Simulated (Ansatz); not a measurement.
Start from TaN in the rock salt structure (space group Fm-3m, No. 225; a = 4.417 Å).

(Cell as relaxed with PBE.)

Levels (all Ansatz, a quantum-chemistry and plane-wave program, PAW): PBE (420 eV, no spin-orbit coupling); r2SCAN (500 eV, no spin-orbit coupling).

Each level relaxes its own structure.

| base | PBE | r2SCAN |
|---|---|---|
| volume per atom | 10.77 Å³ | 10.62 Å³ |
| lattice parameter a | 4.417 Å | 4.396 Å |
| band gap | zero | zero |

One thing is altered: a negative pressure, −2 GPa.

```tsv
quantity	PBE	r2SCAN
volume per atom	10.84 Å³	?
band gap	zero	?
```

Q: What does r2SCAN give?

A: 
- volume per atom, r2SCAN: 10.68 Å³
- band gap, r2SCAN: zero

PBE's volume per atom lies 0.16 Å³ above r2SCAN's (1.5 %); the two agree on the band gap. Neither level is exact; r2SCAN is the comparison here, not a measurement.

Load acts through the strain it causes; cell and atoms are relaxed under it. No phonon test of stability was made. The final runs are not spin-polarised. This is not the structure that TaN has at room temperature and ambient pressure.
